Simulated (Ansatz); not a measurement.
Start from CdSe in the wurtzite structure (space group P6_3mc, No. 186; a = 4.302 Å, c = 7.021 Å). Axes: x lies along a and z along c of the hexagonal cell.

Calculations: PBEsol, PAW, 420 eV (Ansatz, a program for electronic structure; spin-orbit coupling left out).

Strains are applied to the cell and any free atomic positions relax.

One change was made to it. Results:

The width of the top valence band stays essentially unchanged (1.75 eV against 1.74 eV); the pressure (mean of the normal stresses, compression positive) goes from zero to -0.31 GPa; the gap character stays direct at Γ; the valence-band top at Γ (three highest levels, from the VBM) becomes 0.00, 0.00, -0.08 eV (base: 0.00, 0.00, -0.05 eV).

**Question.** What was done to the base?
(A) uniaxial strain ε_zz = +2.40 %
(B) uniaxial strain ε_zz = +0.60 %
(C) uniaxial strain ε_zz = +1.80 %
(D) uniaxial strain ε_zz = +3.00 %

**Answer.** B, uniaxial strain ε_zz = +0.60 %. For comparison, the valence-band top at Γ in the other runs: uniaxial strain ε_zz = +1.80 % gives 0.00, 0.00, -0.12 eV; uniaxial strain ε_zz = +2.40 % gives 0.00, 0.00, -0.15 eV; uniaxial strain ε_zz = +3.00 % gives 0.00, 0.00, -0.18 eV.

Stability against distortions was not tested.
